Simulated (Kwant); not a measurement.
System: quantum point contact (saddle potential) in a Si two-dimensional gas. Effective mass 0.19 mₑ, grid spacing 12 nm, hard walls, nominal width 300 nm (25 grid rows, so walls 312 nm apart), one parabolic valley, scattering region 900 nm long along x; energies count from the band bottom; Fermi energy swept from 1.0995e-05 to 0.0007072 eV. Potential (V0 + ½k y²) cos²(πx/L) for |x| < L/2, with V0 = 0.00027 eV, k = 1.6e-07 eV/nm², L = 230 nm. Perpendicular field 0.072 T, also in the leads; orbital effect alone.

Constants are typed, rounded textbook-type inputs, not results; the design itself was drawn at random and stands for no fabricated device.

Computed with Kwant: effective-mass tight-binding model on a square grid, one spin, coherent transport at 0 K. Conductance is in e²/h.

Sweep values stay those of the base run.

Base results: mean G (e²/h) over the sweep 0.56; G (e²/h) at E = 0.7072 meV 1.83; G (e²/h) at E = 0.5256 meV 1.02; G (e²/h) at E = 0.1825 meV 0.0017.

**Question.** What follows from this one change: curvature of the confinement 1.6e-07 → 1.9e-07 eV/nm²?

**Answer.** mean G over the sweep 0.56 → 0.50 e²/h; G at E = 0.7072 meV 1.83 → 1.67 e²/h; G at E = 0.5256 meV 1.02 → 0.99 e²/h; G at E = 0.1825 meV 0.0017 → 0.0013 e²/h.

**Question.** What follows from this one change: effective mass 0.19 → 0.25 mₑ?

**Answer.** mean G over the sweep 0.56 → 0.64 e²/h; G at E = 0.7072 meV 1.83 → 2.01 e²/h; G at E = 0.5256 meV 1.02 → 1.10 e²/h; G at E = 0.1825 meV 0.0017 → 0.0011 e²/h.

**Question.** What follows from this one change: length of the gated region 230 → 120 nm?

**Answer.** mean G over the sweep 0.56 → 0.63 e²/h; G at E = 0.7072 meV little changed (1.82 e²/h); G at E = 0.5256 meV 1.02 → 1.09 e²/h; G at E = 0.1825 meV 0.0017 → 0.060 e²/h.
